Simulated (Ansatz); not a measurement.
Consider FeNi3 in the Cu3Au type structure (space group Pm-3m, No. 221; a = 3.544 Å; ferromagnetic).

Level of theory: PBE, PAW, 420 eV (Ansatz, a first-principles code; no spin-orbit coupling).

For the base:

- Lattice parameter a = 3.544 Å

Modification: cell and atoms relaxed at a pressure of 1.5 GPa.

**Question.** How does this affect the lattice parameter a?

**Answer.** The lattice parameter a decreases by 0.009 Å, from 3.544 Å to 3.535 Å.

The magnetic state is the one reached from the starting moments; the real material's order can differ, and small cells can't hold many antiferromagnetic ones. Load acts through the strain it causes; cell and atoms are relaxed under it. Stability against distortions was not tested.
